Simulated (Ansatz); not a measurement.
Model glasses of amorphous SiO2, 71 to 89 atoms (Si24O48 before any change). Each row is one cell at a composition chosen by hand, melted whole on the CHGNet potential with the anions pushed apart under 1.9 Å, quenched within some picoseconds, far faster than a real film, and relaxed with PBE, scalar-relativistic without spin-orbit coupling (plane waves to 420 eV, PAW; Ansatz, a first-principles code). Each is the lower in DFT energy of 2 quenches. Cycles of charging and discharging were tried on the cells ahead of these points, and a cell that came back lower was taken. The column on the box says what of it was relaxed with the atoms; held means as the quench left it. Cells that kept moments or hold spare charge are left out. So are cells far out in the fitted variable, so that no row sets the line alone.

At the relaxed places, the spacing of the highest filled and the lowest empty level was computed at the zone centre with PBE and with HSE06, without spin polarisation, or with spin where the moments then died out. A level counts as spread where PBE shares it among more than a fifth of the atoms; else the element of the atom with the largest weight is named. Formal charges balance in every cell (each cation at its usual highest valence, Cu and Ag at +1, Sb at +3, H at +1, O at −2, N at −3, F and Cl at −1). Exact exchange is cut at the faces of these small cells, which leaves the hybrid a finite-size error. Where a level is localised, the spacing isn't the band gap.

```json
[
 {"cell": "Si24O51La2", "change": "+2 La, +3 O", "box": "volume and shape", "highest filled on": "O", "lowest empty on": "spread", "spacing, PBE (eV)": "2.18", "spacing, HSE06 (eV)": "3.80"},
 {"cell": "Si24O53Nb2", "change": "+2 Nb, +5 O", "box": "shape", "highest filled on": "O", "lowest empty on": "Nb", "spacing, PBE (eV)": "2.94", "spacing, HSE06 (eV)": "4.53"},
 {"cell": "Si24O45N2", "change": "+2 N, −3 O", "box": "held", "highest filled on": "O", "lowest empty on": "spread", "spacing, PBE (eV)": "3.49", "spacing, HSE06 (eV)": "5.26"},
 {"cell": "Si24O59P4Na2", "change": "+2 Na, +11 O, +4 P", "box": "volume", "highest filled on": "O", "lowest empty on": "spread", "spacing, PBE (eV)": "3.77", "spacing, HSE06 (eV)": "5.52"},
 {"cell": "Si24O53P2", "change": "+5 O, +2 P", "box": "shape", "highest filled on": "O", "lowest empty on": "spread", "spacing, PBE (eV)": "4.14", "spacing, HSE06 (eV)": "withheld"},
 {"cell": "Si24O50Ge", "change": "+1 Ge, +2 O", "box": "shape", "highest filled on": "O", "lowest empty on": "Ge", "spacing, PBE (eV)": "4.43", "spacing, HSE06 (eV)": "6.40"},
 {"cell": "Si24O51Sc2", "change": "+3 O, +2 Sc", "box": "held", "highest filled on": "O", "lowest empty on": "spread", "spacing, PBE (eV)": "4.62", "spacing, HSE06 (eV)": "6.31"},
 {"cell": "Si24O45F6", "change": "+6 F, −3 O", "box": "volume", "highest filled on": "O", "lowest empty on": "spread", "spacing, PBE (eV)": "5.17", "spacing, HSE06 (eV)": "7.01"}
]
```

Question: Fit a straight line of the last column on the one before it through the 7 full rows, and predict the withheld value for Si24O53P2.

Answer: Means: x = 3.800, y = 5.547. Slope = Σ(Δx Δy) / Σ(Δx²) = 6.9619 / 6.4072 = 1.087; intercept = 5.547 − (1.087) × 3.800 = 1.416 eV; r.m.s. residual 0.089 eV. Prediction: 1.416 + (1.087) × 4.14 = 5.92 eV. The run gave 5.92 eV, a miss of 0.00 eV, within the residual.

In Si24O51La2, Si24O45N2 the spacing lies under 0.8 of the table's widest and a localised level on an atom of the host, not next to a guest, bounds it: there a defect of the quenched network is a likely cause.
